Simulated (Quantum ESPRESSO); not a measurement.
Worked example: self-consistent single point of Sn7Pd5 (C2, 12 atoms in the cell) in Quantum ESPRESSO.

Method of the run: PBEsol, GBRV 1.5 ultrasoft (PBESOL) pseudopotentials (plane waves; Quantum ESPRESSO).

```
Sn7Pd5
1.0
    6.65473    -2.20875     0.00000
    6.65473     2.20875     0.00000
   -3.55955     0.00000     9.07213
Sn Pd
7 5
Cartesian
  8.68277   0.04727   3.45167
  1.06715   0.04727   5.62045
  7.12420  -0.01506   7.99690
  2.62572  -0.01506   1.07523
  3.81320  -0.03384   7.47552
  5.93672  -0.03384   1.59660
  4.87496   1.48291   4.53606
 10.89421  -0.02434   1.76389
 -1.14429  -0.02434   7.30823
  9.33482   0.03004   6.17349
  0.41511   0.03004   2.89863
  6.65473   2.13220   0.00000
```

Reference input (self-consistent single point, DFT, PBEsol, plane waves, GBRV 1.5 ultrasoft (PBESOL) pseudopotentials): ecutwfc = 40 Ry; ecutrho = 320 Ry; occupations = smearing; smearing = marzari-vanderbilt; degauss = 0.0099958 Ry; potentials = {Sn: sn_pbesol_v1.4.uspp.F.UPF, Pd: pd_pbesol_v1.4.uspp.F.UPF}; K_POINTS = automatic 5 5 2 0 0 0; conv_thr = 1e-11 Ry; mixing_beta = 0.3. This run's input differs from it in these lines:

```diff
@@ -13,3 +13,3 @@
    ecutwfc = 40,
-   ecutrho = 320,
+   ecutrho = 80,
    occupations = 'smearing',
```

Output (repeated stretches shortened):

```
     Self-consistent Calculation

     iteration #  1     ecut=    40.00 Ry     beta= 0.30

     negative rho (up, down):  3.669E-01 0.000E+00

     total energy              =   -2089.31593140 Ry
     estimated scf accuracy    <      56.36964233 Ry

     iteration #  2     ecut=    40.00 Ry     beta= 0.30

     negative rho (up, down):  3.715E-01 0.000E+00

     total energy              =   -2103.36705255 Ry
     estimated scf accuracy    <      30.18393522 Ry

     iteration #  3     ecut=    40.00 Ry     beta= 0.30

     negative rho (up, down):  3.727E-01 0.000E+00

     total energy              =   -2105.91349229 Ry
     estimated scf accuracy    <       3.73526653 Ry

   [... 15 blocks of this kind left out ...]

     iteration # 19     ecut=    40.00 Ry     beta= 0.30

     negative rho (up, down):  3.727E-01 0.000E+00

     total energy              =   -2106.14250701 Ry
     estimated scf accuracy    <          2.2E-11 Ry

     iteration # 20     ecut=    40.00 Ry     beta= 0.30

     negative rho (up, down):  3.727E-01 0.000E+00
     End of self-consistent calculation

   [... 11 lines left out ...]

   [... 11 lines left out ...]

     the Fermi energy is    12.8859 ev

!    total energy              =   -2106.14250701 Ry
     estimated scf accuracy    <          6.6E-12 Ry
     smearing contrib. (-TS)   =       0.00064587 Ry
     internal energy E=F+TS    =   -2106.14315288 Ry

     convergence has been achieved in  20 iterations

     negative rho (up, down):  3.727E-01 0.000E+00

     Forces acting on atoms (cartesian axes, Ry/au):

     atom    1 type  1   force =     0.00497182   -0.00062741    0.00307528
     atom    2 type  1   force =    -0.00497182   -0.00062741   -0.00307528
     atom    3 type  1   force =     0.00740306    0.00070152    0.00413245
     atom    4 type  1   force =    -0.00740306    0.00070152   -0.00413245
   [... lines left out ...]
     Total force =     0.023987     Total SCF correction =     0.000008
   [... lines left out ...]

     negative rho (up, down):  3.727E-01 0.000E+00
          total   stress  (Ry/bohr**3)                   (kbar)     P=       59.27
   0.00041670   0.00000000   0.00000041           61.30        0.00        0.06
   0.00000000   0.00038550   0.00000000            0.00       56.71        0.00
   0.00000041   0.00000000   0.00040648            0.06        0.00       59.80

   JOB DONE.
```

The run converged in 20 iterations. Against the reference run the free energy falls by 229 meV/atom, the pressure goes from -5.34 to 5.93 GPa and the largest force goes from 0.125 to 0.219 eV/Å.

The starting cell comes from a database of computed structures (which also holds hypothetical and non-ambient phases and stackings), without a prior relaxation at this level. Its lattice was rescaled by a random factor within 2.5 % of one. Spin polarisation is off.

Cost on one core of a shared machine: roughly 8 min.
